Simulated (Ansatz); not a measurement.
**WSe2, response to strain**

Take WSe$_{2}$ (space group P6_3/mmc, No. 194; a = 3.230 Å, c = 12.411 Å; layered, stacked along the Cartesian z axis) as the base. Axes: x lies along a and z along c of the hexagonal cell.

Strains are applied to the cell and any free atomic positions relax.

Calculations: Kohn–Sham DFT with the PBEsol-D3(BJ) functional, run in Ansatz (an electronic-structure program) with PAW and 420 eV plane waves, no spin-orbit coupling.

Notes on the quantities. energy relative to the base: free energy F.

```tsv
uniaxial strain ε_zz (%)	energy relative to the base (meV/atom)
0	0.0
0.6	?
1.2	0.8
1.8	1.8
2.4	3.1
3	4.6
```

Task: Fit ΔE = Aε² + Bε³ (ε in %) to the rows shown and predict the withheld row.

Result: Least squares on the printed values gives A = 0.621 and B = -0.036 meV/atom (largest residual 0.0 meV/atom); this predicts 0.2 meV/atom, and the run gives 0.2 meV/atom, in agreement.

Stability against distortions was not tested.
